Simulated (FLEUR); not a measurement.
Band structure of Cu3Pd (Pm-3m, 4 atoms in the cell).

```xyz
4
Lattice="3.6859 0.0000 0.0000 0.0000 3.6859 0.0000 0.0000 0.0000 3.6859" Properties=species:S:1:pos:R:3 pbc="T T T"
Cu     0.0000     1.8429     1.8429
Cu     1.8429     0.0000     1.8429
Cu     1.8429     1.8429     0.0000
Pd     0.0000     0.0000     0.0000
```

Level of theory: PBEsol, all-electron FLAPW (FLEUR), scalar-relativistic valence in FLEUR.

Settings: Kmax = 4.4 1/bohr; GmaxXC = 17.6 1/bohr; xcFunctional = PBEs; jspins = 1; l_soc = F; mode = hist; fermiSmearingEnergy = 0.00183747 Htr; mesh (inpgen div1-3) = 9 9 9; inpgen gamma flag = false; Gmax = 17.6 1/bohr; numbands = 0; maxIterBroyd = 25; imix = Anderson; alpha = 0.05.

The starting cell comes from a database of computed structures (which also holds hypothetical and non-ambient phases and stackings), without a prior relaxation at this level. Its lattice was rescaled by a random factor within 2.5 % of one. Spin polarisation is off. Values depend on the basis (sphere radii, cutoffs, local orbitals), which need not be converged.

These are the values that this program gave, and no reference: the default basis lacks the next d shell.

Levels in eV from the Fermi level, bands 21 to 28:
```tsv
point	21	22	23	24	25	26	27	28
Γ	-0.83	-0.41	-0.41	-0.41	2.03	2.03	2.03	8.41
X	-1.60	-1.51	-1.19	-1.18	-0.43	7.02	7.02	7.19
M	-1.85	-1.60	-1.60	0.03	0.03	1.10	1.22	9.46
R	-0.89	-0.86	-0.75	-0.75	-0.20	-0.20	-0.20	4.92
```
